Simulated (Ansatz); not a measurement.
## BaTiO3, response to strain

Start from BaTiO3 in the cubic perovskite structure (space group Pm-3m, No. 221).

```yaml
crystal:
  lattice:
    - [3.99403, 0.00000, 0.00000]
    - [0.00000, 3.99403, 0.00000]
    - [0.00000, 0.00000, 3.99403]
  atoms:
    - { symbol: Ba, position: [0.00000, 0.00000, 0.00000] }
    - { symbol: Ti, position: [0.50000, 0.50000, 0.50000] }
    - { symbol: O, position: [0.00000, 0.50000, 0.50000] }
    - { symbol: O, position: [0.50000, 0.50000, 0.00000] }
    - { symbol: O, position: [0.50000, 0.00000, 0.50000] }
```

Strains are applied to the cell and any free atomic positions relax.

Method: r2SCAN/PAW in Ansatz (a quantum-chemistry and plane-wave program), no spin-orbit coupling.

Computed cases, in order: isotropic strain −3.00 %; isotropic strain −2.92 %; isotropic strain −0.60 %; the unstrained base.

Question: Between which two neighbouring cases does the gap turn between direct and indirect?

Answer: Between isotropic strain −2.92 % (2.39 eV, direct at Γ) and isotropic strain −0.60 % (2.22 eV, indirect, R → Γ). The whole series: isotropic strain −3.00 %: 2.39 eV, direct at Γ; isotropic strain −2.92 %: 2.39 eV, direct at Γ; isotropic strain −0.60 %: 2.22 eV, indirect, R → Γ; the unstrained base: 2.17 eV, indirect, R → Γ.

Whether these cells are dynamically stable was not tested. All final runs are without spin polarisation. Many cubic perovskites are stable only at high temperature; tilts and polar distortions were not tested. This is not the structure that BaTiO3 has at room temperature and ambient pressure.
